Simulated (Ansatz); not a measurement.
## TiO: element substitutions

Take TiO (space group C2/m, No. 12; a = 9.208 Å, b = 4.123 Å, c = 5.759 Å, α = 90.00°, β = 107.35°, γ = 90.00°) as the base.

Each row replaces one element on all its sites; cell and atoms are relaxed.

Level of theory: PBEsol/PAW in Ansatz (a quantum-chemistry and plane-wave program), no spin-orbit coupling.

```
change   band gap  shortest interatomic distance     density
-------  --------  -----------------------------  ----------
base         zero                        1.971 Å  5.08 g/cm³
Ti → Ca   0.36 eV                     (withheld)  (withheld)
O → C        zero                        2.001 Å  4.23 g/cm³
O → Te       zero                        2.685 Å  6.70 g/cm³
```

### Question
Complete the table.

### Answer

- Ti → Ca, shortest interatomic distance: 2.132 Å
- Ti → Ca, density: 2.93 g/cm³

With Te present, leaving out spin-orbit coupling can change the band edges. Stability against distortions was not tested. As relaxed here, CaO, TiC and TiTe are hypothetical phases, not in the database extracts checked. No Hubbard U is applied, and correlation can decide whether such a compound is a metal. All final runs are without spin polarisation. TiTe has a high density of states at the Fermi level and may be magnetic at this level.
